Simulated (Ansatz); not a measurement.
The starting structures come from a database of crystals and need not be the phases stable at ambient conditions.

Tunnelling through a barrier is set by its complex band structure: the current falls as exp(−2κd) with the smallest κ.

Given:

```
CuK2VS4
1.0
    5.42875     0.00000     0.00000
   -2.71437     6.55999     0.00000
    2.71437     0.00000    11.49821
K V Cu S
4 2 2 8
Direct
  0.32119   0.00000   0.35762
  0.67881   0.00000   0.64238
  0.92881   0.50000   0.14238
  0.57119   0.50000   0.85762
  0.75000   0.50000   0.50000
  0.50000   0.00000   0.00000
  0.00000   0.00000   0.00000
  0.25000   0.50000   0.50000
  0.67053   0.69376   0.39114
  0.93833   0.30624   0.39114
  0.36791   0.30624   0.60886
  0.02323   0.69376   0.60886
  0.57947   0.80624   0.10886
  0.31167   0.19376   0.10886
  0.88209   0.19376   0.89114
  0.22677   0.80624   0.89114
```

Space group of this cell: Fddd. The cell is taken as given; by r2SCAN its mean pressure is -1.2 GPa.

Transport runs along the normal of the first two printed cell vectors.

No gap correction and no spin-orbit coupling; mid-gap values are interpolated between computed energies.

### Question
State the band gap and the smallest decay constant κ at mid-gap according to r2SCAN (Ansatz, an electronic-structure program).

### Answer
Gap 1.43 eV on a 6×6×6 mesh; κ = 0.431 1/Å, at the zone centre.
